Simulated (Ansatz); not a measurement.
An Ansatz (a first-principles code) input (HSE06, PAW, 420 eV (Ansatz; no spin-orbit coupling), earlier PAW set):

Ansatz 0.2 input:
```yaml
crystal:
  lattice:
    - [3.9404215296, 0, 0]
    - [-1.9702107648, 3.4125051463, 0]
    - [0, 0, 6.1883058811]
  atoms:
    - { symbol: La, position: [0.3333333333, 0.6666666667, 0.2473817292] }
    - { symbol: La, position: [0.6666666667, 0.3333333333, 0.7526182708] }
    - { symbol: O, position: [0, 0, 0] }
    - { symbol: O, position: [0.3333333333, 0.6666666667, 0.6452946365] }
    - { symbol: O, position: [0.6666666667, 0.3333333333, 0.3547053635] }
basis: { ecutwfc: 420, ecutrho_ratio: 4, xc_grid: 2, fft_grid_basis: typed }
kpoints: { mp_grid: { grid: [6, 6, 4] } }
hamiltonian:
  xc: hse06
  dispersion: none
  pseudopotentials: { azcp: { folder: ./paw }, kind: paw }
scf: { occupations: { method: fermi_dirac, width: 0.01 } }
output: { eigenvalues: true, eigenstates: { kpoints: [[0.5, 0, 0.5], [0.5, 0, 0], [0, 0, 0], [0.333333, 0.333333, 0], [0.333333, 0.333333, 0.5]] } }
```

Q: Which symmetry and how many k-points will the program report, and about how many plane waves at Γ?

A: Space group P-3m1 (ITA 164) with 12 operations, k-points 24 of 144, and 1665 plane waves at Γ.

Single points use the geometry relaxed with PBE. HSE06 gaps are upper bounds (no full band path). Stability against distortions was not tested. The cell is La₂O₃ (space group P-3m1, No. 164).
